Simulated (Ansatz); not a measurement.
## What biaxial strain +3.44 %, plane normal [001], relaxed out of plane does to Rb

The parent structure is Rb in the bcc (W type) structure (space group Im-3m, No. 229; a = 5.5751 Å; relaxed with 0.1 eV smearing). Axes: x, y, z lie along the cube axes.

It is then changed as follows: tensile biaxial strain of 3.44 % in the plane normal to [001], as in epitaxy on a mismatched substrate; the out-of-plane cell vector and the atoms relax.

Method: Kohn–Sham DFT with the PBEsol functional, run in Ansatz (a first-principles code) with PAW and 420 eV plane waves, no spin-orbit coupling. Settings: 17×17×17 k-points, 0.1 eV Fermi–Dirac smearing.

- Volume per atom: 88.12 Å³ (base 86.64 Å³)
- Space group: I4/mmm (No. 139) (base Im-3m (No. 229))
- Energy relative to the base (free energy F): +1.2 meV/atom
- Pressure (mean of the normal stresses, compression positive): 0.0 GPa (base 0.0 GPa)
- Band gap: zero (base zero)
- Out-of-plane strain: -4.95 %
- Ratio −ε⊥/ε∥: 1.44
- Mean in-plane stress (compression positive): -0.1 GPa

Stability against distortions was not tested. All final runs are without spin polarisation.
